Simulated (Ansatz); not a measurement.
An Ansatz (a program for electronic structure) run: Cr with a change (strain tensor (xx, yy, zz, yz, xz, xy) = (−0.95, −1.67, −1.07, +1.18, −1.24, +0.15) %); Ansatz r2SCAN, spin-orbit coupling left out.

Input:

Ansatz 0.2 input:
```yaml
crystal:
  lattice:
    - [-1.4167312397, 1.4056956341, 1.4337798356]
    - [1.3817851553, -1.3724473352, 1.3655854522]
    - [1.4209757034, 1.3766917989, -1.4005315366]
  atoms:
    - { symbol: Cr, position: [0, 0, 0] }
basis: { ecutwfc: 500, ecutrho_ratio: 4, xc_grid: 4, fft_grid_basis: typed }
kpoints: { mp_grid: { grid: [33, 33, 33] } }
hamiltonian:
  xc: r2scan
  dispersion: none
  pseudopotentials: { kind: paw }
scf: { occupations: { method: fermi_dirac, width: 0.1 }, convergence: { dr2_threshold: 0.0000000001 } }
relax: { f_tol: 0.005, max_steps: 50 }
output: { forces: true, stress: true }
checkpoint: { write: state.ck, write_every: 1000 }
```

Output (explanatory and most iteration lines left out):

```
Relaxation: its limit of steps is 50 (relax.max_steps)
Pseudopotential: Cr, paw, valence charge 14
Crystal: 1 atoms, lattice volume = 10.912 Å³
Basis set: ecut = 500 eV, 281 PW (Γ), exchange–correlation on 72×72×72 points (64 copies of the dense FFT grid, shifted against one another)
Bands: 11, of which v1, the nominal top of the filled ones, is band 7 counted from 1 (6 counted from 0)
Symmetry: 2 space group operations
Space group: P-1 (ITA 2), of the structure as read, at distance tolerance 2.2e-5 Å
k-points: 17969 of 35937
Functional: x = r2scan, c = r2scan; τ floored in thin density (d = 2e-4 eV/Å³)
SCF iter   1: F=—  HF=-3382.446601 eV  |F-HF|=—  |Δ(HF+E_count)|=         —  Δρ=1.66e-2  dr2=2.12e-2  dr2_τ=1.16e-2  ethr=1.77e-3  ⟨swp⟩=4.2  Hψ=967260  notcnv=0
SCF iter   2: F=—  HF=-3382.444132 eV  |F-HF|=—  |Δ(HF+E_count)|=   2.47e-3  Δρ=1.00e-2  dr2=6.70e-3  dr2_τ=4.85e-4  ethr=1.51e-4  ⟨swp⟩=2.9  Hψ=534922  notcnv=0
SCF 1 converged in 7 iterations: F = -3382.442653 eV  dr2 = 2.26e-11
relax step   1: F+E_penalty+E_count = -3382.44265330 eV  Δ(F+E_penalty+E_count) = +0.000e0 eV  max|allowed force component| = 0.000e0 eV/Å  Δτ_max = 0.0000 Å  (7 SCF iters, accepted)
Crystal: 1 atoms, lattice volume = 10.912 Å³
SCF iter   1: F=—  HF=-3382.442653 eV  |F-HF|=—  |Δ(HF+E_count)|=         —  Δρ=1.06e-6  dr2=2.26e-11  dr2_τ=1.27e-11  ethr=1.00e-12  ⟨swp⟩=1.0  Hψ=1118421  notcnv=0
SCF iter   2: F=-3382.442653 eV  HF=-3382.442653 eV  |F-HF|=9.09e-12  |Δ(HF+E_count)|=  3.50e-11  Δρ=6.07e-7  dr2=7.62e-12  dr2_τ=3.37e-12  ethr=1.00e-12  ⟨swp⟩=3.0  Hψ=523533  notcnv=0
SCF 2 converged in 2 iterations: F = -3382.442653 eV  dr2 = 7.62e-12
SCF converged after 2 iterations
Free energy (F): -3382.442653 eV
Internal energy: -3382.422322 eV  (E = F + TS)
E sigma→0 (E₀):  -3382.432488 eV
Entropy (-TS):   -0.020332 eV (-20.332 meV/atom)
Fermi energy:    20.669020 eV
--- Forces (eV/Å), atoms counted from 1 ---
  atom   1  Cr     0.00000000     0.00000000     0.00000000
--- Stress (GPa, compression-positive) ---
       10.197876      -0.553128       3.065657
       -0.553128      13.294672      -2.859003
        3.065657      -2.859003      10.638723
  P = ⅓ Tr σ = 11.3771 GPa (113.771 kbar)
--- Relaxed structure (1 steps of the walk, 1 accepted, 0 SCFs on fresh bases) ---
  atoms:
    - { symbol: Cr, position: [0.0, 0.0, 0.0] }
```

Stability against distortions was not tested. The final runs are not spin-polarised. The cell was made from Cr in the bcc (W type) structure (space group Im-3m, No. 229; non-magnetic) by this change: strain tensor (xx, yy, zz, yz, xz, xy) = (−0.95, −1.67, −1.07, +1.18, −1.24, +0.15) %.
